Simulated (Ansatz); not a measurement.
Cl interstitial in rock-salt NaCl (start: void with 4Cl4Na nearest; 64-site cell, 2×2×2 shifted sampling). Calculation: PBE, PAW (plane waves to 420 eV; Ansatz, a program for electronic structure). Total energies of the localised charge states, counted from that of charge +1, and their image corrections (point charge with alignment); the host's valence-band maximum lies at 0.878 eV on the cells' energy zero and its gap is 4.99 eV.

| charge | moment (μB) | E − E(first) (eV) | correction (eV) |
|---|---|---|---|
| +1 | not spin-polarised | 0.000 | 0.406 |
| 0 | 1.0 | 2.553 | 0.000 |
| −1 | not spin-polarised | 5.141 | 0.099 |

Derive the transition levels above the valence-band maximum and say which of them are thermodynamic.

A level is the Fermi energy at which two charges have equal formation energy: ε(q/q′) = [E(q′) + corr(q′) − E(q) − corr(q)] / (q − q′) − E_VBM.
ε(+1/0) = [(2.553 + 0.000) − (0.000 + 0.406)] / 1 − 0.878 = 1.27 eV
ε(0/−1) = [(5.141 + 0.099) − (2.553 + 0.000)] / 1 − 0.878 = 1.81 eV
Thermodynamic levels at least 0.1 eV inside the gap: (+1/0) at 1.27 eV; (0/−1) at 1.81 eV. They hold to tenths of an eV in this cell. Charges with a result: +1, 0, −1. Others weren't obtained, and one of them could lie lower, also by skipping a charge. The geometries come from one start. Flagged in the runs: a strain field that reaches the edge of the cell.
